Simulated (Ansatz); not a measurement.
TaS2 (R-3m, No. 166) was calculated with PBEsol (plane waves, PAW; Ansatz, a quantum-chemistry and plane-wave program).

Settings: plane-wave cutoff 520 eV, 20×20×20 k mesh, Fermi–Dirac smearing 0.05 eV, scalar-relativistic PAW data made under PBE.

Computed at the level's own relaxed cell.

**Question.** What does this level give for the lattice parameter a and lattice parameter c?

**Answer.** 
* **lattice parameter a**: 3.321 Å
* **lattice parameter c**: 18.441 Å

The run finds no gap.

Note: the cell comes from a level without a dispersion term, which matters for the spacing of layers, chains or molecules; the cell has widely spaced layers and the level no dispersion term, so their spacing and the moduli can rest on weak binding.

Spin–orbit coupling is not included; it can open a gap where bands touch, and shift volumes and moduli.

Computing time: very roughly 8 core-minutes.
